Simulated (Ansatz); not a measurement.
## A self-consistent single point of ScBr3 (P6_3/mmc, 8 atoms in the cell) with Ansatz

Method: LDA (PW92), default PAW files made with PBE (plane waves; Ansatz, a program for electronic structure).

Input as run:

Ansatz 0.2 input:
```yaml
crystal:
  lattice:
    - [9.888944, 0.000000, 0.000000]
    - [-4.944472, 8.564076, 0.000000]
    - [0.000000, 0.000000, 3.513717]
  atoms:
    - { symbol: Sc, position_ang: [-0.000005, 5.709387, 2.635288] }
    - { symbol: Sc, position_ang: [4.944477, 2.854689, 0.878429] }
    - { symbol: Br, position_ang: [-0.000000, 3.698568, 0.878429] }
    - { symbol: Br, position_ang: [4.944472, 4.865508, 2.635288] }
    - { symbol: Br, position_ang: [6.685890, 1.849284, 2.635288] }
    - { symbol: Br, position_ang: [-1.741418, 6.714792, 0.878429] }
    - { symbol: Br, position_ang: [1.741418, 6.714792, 0.878429] }
    - { symbol: Br, position_ang: [3.203054, 1.849284, 2.635288] }
basis:
  ecutwfc: 420.0 eV
kpoints:
  mp_grid: { grid: [2, 2, 6] }
hamiltonian:
  xc: lda
  pseudopotentials: { kind: paw }
scf:
  occupations: { method: fermi_dirac, width: 0.02 eV }
output:
  forces: true
  eigenvalues: true
  stress: true
```

Output, abridged:

```
WARN the atoms were moved onto the symmetric positions of the space group found under crystal.symmetry.tolerance 1.0e-5 (fractional …
WARN ansatz: RAYON_NUM_THREADS=1 ignored (pool sized by the plan → 1); use --threads N
Pseudopotentials: kind: paw
Pseudopotential: Sc, paw, valence charge 11
Pseudopotential: Br, paw, valence charge 7
Crystal: 8 atoms, lattice volume = 297.576 Å³
Basis set: ecut = 420 eV, 5819 PW (Γ)
Bands: 40, of which v1, the nominal top of the filled ones, is band 32 counted from 1 (31 counted from 0)
Symmetry: 24 space group operations
Space group: P63/mmc (ITA 194), of the structure as read, at distance tolerance 6.7e-5 Å
k-points: 8 of 24
PAW frozen core: Sc, regenerated for the run's functional, and the local potential with it
PAW frozen core: Br, regenerated for the run's functional, and the local potential with it
Initial density: superposition of atomic densities (neutral atoms: chi_scale 0, normalization atom), corrected by the library's trained network
Initial wavefunctions: pseudopotential atomic-orbital guess
Eigensolver: davidson
Functional: x = slater, c = lda
SCF iter   1: F=—  HF=-20353.999202 eV  |F-HF|=—  |Δ(HF+E_count)|=         —  Δρ=4.19e-3  dr2=5.79e-2  ethr=1.77e-3  ⟨swp⟩=7.8  Hψ=1436  notcnv=0
all-band conjugate gradients solve this SCF's bands
preconditioner: auto → Resta (q_TF=auto, 2.112 Å⁻¹)
SCF iter   2: F=—  HF=-20353.992822 eV  |F-HF|=—  |Δ(HF+E_count)|=   6.38e-3  Δρ=2.34e-3  dr2=1.16e-2  ethr=9.05e-5  ⟨swp⟩=2.2  Hψ=436  notcnv=0  defer=20
SCF iter   3: F=—  HF=-20353.992572 eV  |F-HF|=—  |Δ(HF+E_count)|=   2.50e-4  Δρ=9.13e-4  dr2=4.32e-3  ethr=1.81e-5  ⟨swp⟩=2.9  Hψ=580  notcnv=0  defer=20
SCF iter   4: F=—  HF=-20353.992124 eV  |F-HF|=—  |Δ(HF+E_count)|=   4.48e-4  Δρ=1.80e-4  dr2=2.19e-4  ethr=6.75e-6  ⟨swp⟩=2.0  Hψ=477  notcnv=0  defer=20
SCF iter   5: F=—  HF=-20353.992168 eV  |F-HF|=—  |Δ(HF+E_count)|=   4.44e-5  Δρ=4.65e-5  dr2=1.76e-5  ethr=3.43e-7  ⟨swp⟩=2.0  Hψ=428  notcnv=0  defer=20
SCF iter   6: F=—  HF=-20353.992127 eV  |F-HF|=—  |Δ(HF+E_count)|=   4.15e-5  Δρ=1.44e-5  dr2=1.03e-6  ethr=2.75e-8  ⟨swp⟩=2.0  Hψ=444  notcnv=0  defer=20
SCF iter   7: F=-20353.992127 eV  HF=-20353.992127 eV  |F-HF|=2.13e-8  |Δ(HF+E_count)|=   1.96e-7  Δρ=3.36e-6  dr2=7.47e-8  ethr=1.56e-10  ⟨swp⟩=9.2  Hψ=1649  notcnv=0
SCF 1 converged in 7 iterations: F = -20353.992127 eV  dr2 = 7.47e-8
SCF converged after 7 iterations
Free energy (F): -20353.992127 eV
Harris-Foulkes:  -20353.992127 eV  (|F-HF|=2.13e-8)
Internal energy: -20353.992127 eV  (E = F + TS)
E sigma→0 (E₀):  -20353.992127 eV
Fermi energy:    1.832683 eV
--- Per-component energies (eV) ---
  E_band       = -690.187941
  E_kinetic    = 1323.359632
  E_local      = -5462.520122  (includes V_loc(G=0)·N_el)
  E_nonlocal   = 598.457800
  E_hartree    = 2020.734578
  E_xc         = -1774.015440
  E_vxc        = -886.752606  (∫ρ·V_xc dr)
  E_paw        = -14782.317738  (= ΣΔE_a)
  E_vpaw       = -304.200212  (= ΣTr[D̂ρ^β])
  E_aug_tail   = 0.000015  (compensation charges beyond the density's cutoff)
  E_ewald      = -2279.539765
  E_core_change = 1.848913  (= ΣΔE_core)
  E_smearing   = -0.000000  (= −TS)
  E_closure    = -0.000000  (closes the sum)
  Σ components = -20353.992127   (vs F -20353.992127, Δ=0.00e0)
--- Forces (eV/Å), atoms counted from 1 ---
  atom   1  Sc     0.00000000     0.00000000     0.00000000
  atom   2  Sc     0.00000000    -0.00000000     0.00000000
  atom   3  Br     0.00000000     0.34201159     0.00000000
  atom   4  Br     0.00000000    -0.34201159     0.00000000
  atom   5  Br    -0.29619072     0.17100579     0.00000000
  atom   6  Br     0.29619072    -0.17100579     0.00000000
  atom   7  Br    -0.29619072    -0.17100579     0.00000000
  atom   8  Br     0.29619072     0.17100579     0.00000000
  max |Σ_I F_I| component: 1.39e-16 eV/Å
--- Stress (GPa, compression-positive) ---
       -1.609278       0.000000       0.000000
        0.000000      -1.609278       0.000000
        0.000000       0.000000      -2.936380
  P = ⅓ Tr σ = -2.0516 GPa (-20.516 kbar)
  The stress holds the Pulay correction. Without it, at fixed plane waves, as pw.x and ABINIT print it: P = -2.0704 GPa
--- Band table (eV; the first three rows and the last of 8) ---
  k-point 0: bands = ["-47.6369", "-47.6369", "-26.5406", "-26.5406", "-26.5405", "-26.5405", "-26.4446", "-26.4446", "-13.1432", "-12.9948", "-12.6385", "-12.6385", "-12.5698", "-12.5698", "-2.8523", "-2.4635", "-1.4739", "-1.4739", "-1.2052", [...]
  k-point 1: bands = ["-47.6346", "-47.6346", "-26.5350", "-26.5350", "-26.5349", "-26.5349", "-26.4789", "-26.4789", "-13.0120", "-12.8781", "-12.5736", "-12.5736", "-12.5132", "-12.5132", "-2.5963", "-2.2527", "-1.3749", "-1.3749", "-1.3459", [...]
  k-point 2: bands = ["-47.6300", "-47.6300", "-26.5467", "-26.5467", "-26.5237", "-26.5237", "-26.5237", "-26.5237", "-12.7234", "-12.6388", "-12.4342", "-12.4342", "-12.3982", "-12.3982", "-2.1581", "-1.9986", "-1.9426", "-1.8043", "-1.8043", [...]
  k-point 7: bands = ["-47.6277", "-47.6277", "-26.5802", "-26.5802", "-26.5181", "-26.5181", "-26.5181", "-26.5181", "-12.5392", "-12.5392", "-12.3498", "-12.3498", "-12.3495", "-12.3495", "-2.5967", "-2.5967", "-1.9962", "-1.9962", "-1.9831", [...]
```

The run converged in 7 iterations.

The starting cell comes from a database of computed structures (which also holds hypothetical and non-ambient phases and stackings), without a prior relaxation at this level. Its lattice was rescaled by up to half a per cent. Ansatz's pressure includes its estimate of the finite-basis (Pulay) stress.
